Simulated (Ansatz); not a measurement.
The starting structures come from a database of crystals and need not be the phases stable at ambient conditions.

By PBEsol, the system below comes out a metal.

Given:

```xyz
8
Lattice="4.8897 0.0000 0.0000 0.0000 6.9151 0.0000 0.0000 3.4575 3.4575" Properties=species:S:1:pos:R:3 pbc="T T T"
Si     2.4449     3.4575     0.0000
Si     0.0000     0.0000     0.0000
Mo     3.6673     1.7288     1.7288
Mo     1.2224     1.7288     1.7288
Mo     2.4449     6.0507     0.8644
Mo     2.4449     4.3219     2.5932
Mo     0.0000     6.0507     2.5932
Mo     0.0000     4.3219     0.8644
```

Space group of this cell: Pm-3n, A15 (Cr3Si type). The cell is taken as given; by PBEsol its mean pressure is -4.6 GPa.

The current flows along the normal of the first two printed cell vectors, the (110) plane of the conventional cell. No spin-orbit coupling; the value is a mean over 0.1 eV about the Fermi level.

Q: State the ballistic conductance per area according to PBEsol (Ansatz, a quantum-chemistry and plane-wave program).

A: 0.76 × 10¹⁵ S/m² for both spins.
